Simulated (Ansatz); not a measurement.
## PBE against PBEsol: GaN, pressure 60 GPa

Consider GaN in the wurtzite structure (space group P6_3mc, No. 186; a = 3.2186 Å, c = 5.2435 Å).

(Cell as relaxed with PBE.)

Levels (all Ansatz, an electronic-structure program, PAW, earlier PAW set): PBE (420 eV, no spin-orbit coupling); PBEsol (420 eV, no spin-orbit coupling).

Each level relaxes its own structure.

| base | PBE | PBEsol |
|---|---|---|
| volume per atom | 11.76 Å³ | 11.37 Å³ |
| lattice parameter a | 3.219 Å | 3.183 Å |
| band gap | 1.71 eV | 1.88 eV |

One thing is altered: a hydrostatic pressure of 60 GPa.

```tsv
quantity	PBE	PBEsol
valence-band top at Γ (three highest levels, from the VBM)	0.00, 0.00, -0.09 eV	___
shortest interatomic distance	1.831 Å	___
shift of the gap caused by the change	+1.43 eV	___
```

Problem. Predict the PBEsol column.

Solution. 
- valence-band top at Γ (three highest levels, from the VBM), PBEsol: 0.00, 0.00, -0.11 eV
- shortest interatomic distance, PBEsol: 1.818 Å
- shift of the gap caused by the change, PBEsol: +1.32 eV

PBE's shortest interatomic distance lies 0.013 Å above PBEsol's (0.7 %); PBE's shift of the gap caused by the change lies 0.102 eV above PBEsol's. Neither level is exact; PBEsol is the comparison here, not a measurement.

Load acts through the strain it causes; cell and atoms are relaxed under it. Whether these cells are dynamically stable was not tested. Measured, GaN leaves this structure (for rock salt) near 47 GPa (temperature not stated; as listed in Datta, Sujoy, Jana, Debnarayan, arXiv (2020)), on rising pressure, with hysteresis.
